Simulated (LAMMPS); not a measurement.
System: a melt made from Al (fcc), 256 atoms, at 750 K and 0 GPa, brought to that temperature within a few picoseconds.

Level of theory: classical MD, pair style bop, file AlCu.bop.table; code LAMMPS.

Question: Estimate the state found, the coordination number, the volume per atom for this model.

Answer: state found: liquid; coordination number: 12.4 (counted to 3.62 Å); volume per atom: 16.828 ± 0.003 Å³/atom.

Caution: this liquid lies under the measured melting point of 933 K, so it is undercooled or the potential melts low. Caution: a run this short can hold a crystal over, or a liquid under, the potential's own melting point, which these runs don't give.
